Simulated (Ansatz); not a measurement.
Take AlCo in the CsCl type structure (space group Pm-3m, No. 221; weakly magnetic (sensitive to the mesh); relaxed with 0.1 eV smearing) as the base.

```xyz
2
Lattice="2.8250 0.0000 0.0000 0.0000 2.8250 0.0000 0.0000 0.0000 2.8250" Properties=species:S:1:pos:R:3 pbc="T T T"
Al     0.0000     0.0000     0.0000
Co     1.4125     1.4125     1.4125
```

Cartesian axes are those of the cell as printed.

Computed with r2SCAN (Ansatz, a program for electronic structure; PAW; 500 eV plane waves; no spin-orbit coupling).

It is then changed as follows: uniaxial stress, 5 GPa compression along z, with the cell and atoms free to relax against it.

Question: How does this affect the secant Young's modulus along z, mean lateral Poisson ratio and energy relative to the base?

Answer: The secant Young's modulus along z is 260 GPa; the mean lateral Poisson ratio comes out as 0.31; the energy rises by 3.2 meV/atom.

Other magnetic orders, which the real material may have, were not ruled out. Load acts through the strain it causes; cell and atoms are relaxed under it. Beyond what the load breaks, stability against distortions was not tested. Starting moments died away, wholly or in part, for the base; another magnetic solution may exist.
